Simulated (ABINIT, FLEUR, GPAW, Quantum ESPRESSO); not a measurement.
## Bulk modulus against equilibrium volume of hcp Cd (space group 194) over programs and functionals

Each row is a third-order Birch-Murnaghan fit to seven to nine volumes of hcp Cd (space group 194) in one program and functional, each with its own basis, cutoff and mesh; V0 is in Å^3/atom and B0 in GPa. Along one equation of state d ln B/d ln V = -B', so if levels differed mainly by where they put the minimum, ln B0 would fall on a line in ln V0 with a slope near -B0'.

```csv
"program, functional, potentials",ln V0,ln B0,V0 (Å^3/atom),B0 (GPa)
"GPAW, LDA, PAW",2.991,4.326,19.90,75.6
"FLEUR, LDA, all-electron",2.999,4.307,20.06,74.2
"Quantum ESPRESSO, LDA, GBRV",3.004,4.306,20.16,74.2
"ABINIT, LDA, PseudoDojo",3.004,4.274,20.17,71.8
"GPAW, PBEsol, PAW",3.037,?,20.84,?
"ABINIT, PBEsol, PseudoDojo",3.049,4.108,21.10,60.8
"Quantum ESPRESSO, PBEsol, GBRV",3.050,4.126,21.11,62.0
"GPAW, PBE, PAW",3.116,3.830,22.57,46.1
"Quantum ESPRESSO, PBE, PSlibrary PAW",3.127,3.799,22.81,44.6
"FLEUR, PBE, all-electron",3.128,3.783,22.82,43.9
"Quantum ESPRESSO, PBE, GBRV",3.130,3.784,22.88,44.0
```

### Question
Using a straight line, estimate the missing ln B0 at ln V0 = 3.037 from the other rows, showing the fit.

### Answer
With u = ln V0 - 3.06, the rows have u = -0.06900, -0.06100, -0.05600, -0.05600, -0.01100, -0.01000, 0.05600, 0.06700, 0.06800, 0.07000. Means: u -0.00020000, ln B0 4.0643. About the means, the sum of products is -0.12888 and the sum of squares of u is 0.032124; the slope is their ratio. Least squares gives ln B0 = 4.0635 - 4.0121·u. Residuals (row less fit): -0.0143, -0.0012, 0.0178, -0.0142, 0.0004, 0.0224, -0.0088, 0.0043, -0.0077, 0.0013; standard error 0.0132 (degrees of freedom: 8). The slope is -4.0; the rows' own B0' run from 5.7 to 6.6, so the line is flatter than -B0': at one and the same volume the levels with the larger V0 are the stiffer ones. At the withheld row, u = -0.02300, so ln B0 = 4.0635 - 4.0121 × (-0.02300) = 4.1558. The calculation gives 4.162, 0.0062 above the prediction (1.1 % of the range of ln B0 in the table). The row lies between fitted rows. From the scatter of the fitted rows alone, a prediction at this place has a standard error of 0.0139, so the miss is 0.4 times that.

The shape of the cell and the inner coordinates aren't relaxed, so V0 and B0 belong to this uniform scaling; a relaxed crystal lies no higher in energy and is usually softer. The runs keep the symmetry of the cell, so they don't test it for distortions. FLEUR's values depend on its sphere radii, cutoffs and local orbitals, which need not be converged. Spin polarisation is off; occupations are Fermi-Dirac, smeared by 0.05 eV in metals and 0.01 eV otherwise. Cutoffs and mesh are single choices, not tested for convergence of this quantity. No row is a reference.
